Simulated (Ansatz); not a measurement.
## ZnSe, pressure series

Start from ZnSe in the zinc blende structure (space group F-43m, No. 216; a = 5.733 Å).

Cell and atoms are relaxed at each pressure.

Level of theory: plane-wave PAW DFT at the PBE level (Ansatz, a quantum-chemistry and plane-wave program, 420 eV), no spin-orbit coupling.

| P (GPa) | V (Å³/atom) |
|---|---|
| -1.99 | 24.472 |
| -0.99 | 23.985 |
| 0.91 | 23.191 |
| 2.11 | 22.755 |
| 4.50 | 22.003 |
| 9.00 | 20.873 |
| 15.01 | 19.728 |
| 22.50 | 18.643 |
| 30.00 | 17.793 |

Problem. Fit a third-order Birch–Murnaghan equation of state.

Solution. Least squares on P(V) = (3B₀/2)[(V₀/V)^(7/3) − (V₀/V)^(5/3)]·[1 + (3/4)(B₀′ − 4)((V₀/V)^(2/3) − 1)] gives V₀ = 23.55 Å³/atom, B₀ = 57 GPa and B₀′ = 4.5.

Measured bulk modulus of ZnSe: 62.4 GPa (temperature not stated; as listed in Cormac Toher et al., Physical Review Materials (2017)); the computed value is for a static lattice, so the two differ by thermal effects too.

Between the base and pressure 4.5 GPa the gap moves from 1.15 eV to 1.42 eV, a mean slope of 61 meV/GPa.

Load acts through the strain it causes; cell and atoms are relaxed under it. Whether these cells are dynamically stable was not tested. Measured, ZnSe leaves this structure (for rock salt) near 13 GPa (temperature not stated; as listed in M. Köfferlein et al., Hyperfine Interactions (1994)).
